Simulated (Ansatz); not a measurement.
Worked example: self-consistent single point of VW (Cmm2, 2 atoms in the cell) in Ansatz (a program for electronic structure).

Level of theory: PBEsol, default PAW files made with PBE (plane waves; Ansatz).

```
CELL_PARAMETERS angstrom
      1.55277    -2.23052     0.00000
      1.55277     2.23052     0.00000
      0.00000     0.00000     4.29276
ATOMIC_POSITIONS crystal
  V  0.00000 0.00000 0.01165
  W  0.50000 0.50000 0.50000
```

Reference input (self-consistent single point, DFT, PBEsol, plane waves, default PAW files made with PBE): basis.ecutwfc = 420 eV; kpoints.mp_grid.grid = 13 13 8; hamiltonian.xc = pbesol; hamiltonian.pseudopotentials = {kind: paw} (the program's default PAW files); scf.occupations.method = gaussian; scf.occupations.width = 0.1 eV. This run's input differs from it in these lines:

Ansatz 0.2 input:
```diff
@@ -12,3 +12,4 @@
   mp_grid:
-    grid: [13, 13, 8]
+    grid: [31, 31, 18]
+    shift: [0.5, 0.5, 0.5]
 hamiltonian:
```

The program printed (abridged):

```
SCF iter   1: F=—  HF=-13141.961923 eV  |F-HF|=—  |Δ(HF+E_count)|=         —  Δρ=1.31e-2  dr2=8.68e-2  ethr=1.77e-3  ⟨swp⟩=4.9  Hψ=170230  notcnv=0
all-band conjugate gradients solve this SCF's bands
preconditioner: auto → none
SCF iter   2: F=—  HF=-13141.959763 eV  |F-HF|=—  |Δ(HF+E_count)|=   2.16e-3  Δρ=9.89e-3  dr2=5.57e-2  ethr=3.22e-4  ⟨swp⟩=1.0  Hψ=59928  notcnv=0
   [... lines left out ...]
SCF iter   6: F=—  HF=-13141.955129 eV  |F-HF|=—  |Δ(HF+E_count)|=   9.28e-6  Δρ=4.58e-5  dr2=1.44e-6  ethr=2.52e-8  ⟨swp⟩=2.1  Hψ=55188  notcnv=0  defer=121
SCF iter   7: F=-13141.955129 eV  HF=-13141.955129 eV  |F-HF|=2.36e-8  |Δ(HF+E_count)|=   3.42e-7  Δρ=1.12e-5  dr2=3.23e-8  ethr=3.70e-10  ⟨swp⟩=3.8  Hψ=167682  notcnv=0
the search or the solves at the SCF's close seem to have found levels that the self-consistency loop had missed (the run counts 2) …
SCF 1 converged in 7 iterations: F = -13141.955129 eV  dr2 = 3.23e-8
Free energy (F): -13141.955129 eV
Internal energy: -13141.945470 eV  (E = F + TS)
E sigma→0 (E₀):  -13141.950299 eV
Entropy (-TS):   -0.009660 eV (-4.830 meV/atom)
Fermi energy:    19.014205 eV
--- Forces (eV/Å), atoms counted from 1 ---
  atom   1  V      0.00000000     0.00000000    -0.47592748
  atom   2  W     -0.00000000    -0.00000000     0.47605703
--- Stress (GPa, compression-positive) ---
       -8.598060       0.000000       0.000000
        0.000000      -8.600475       0.000000
        0.000000       0.000000      -8.047961
  P = ⅓ Tr σ = -8.4155 GPa (-84.155 kbar)
  The stress holds the Pulay correction. Without it, at fixed plane waves, as pw.x and ABINIT print it: P = -8.4779 GPa
```

The run converged in 7 iterations. Against the reference run the free energy is nearly the same (within 1 meV/atom), the pressure hardly changes (-8.43 to -8.42 GPa) and the largest force goes from 0.490 to 0.476 eV/Å.

The starting cell comes from a database of computed structures (which also holds hypothetical and non-ambient phases and stackings), without a prior relaxation at this level. Its lattice was rescaled by up to half a per cent. One atom was moved a little off its site on purpose. Spin polarisation is off. Ansatz's pressure includes its estimate of the finite-basis (Pulay) stress.

Cost on one core of a shared machine: roughly 3 min.
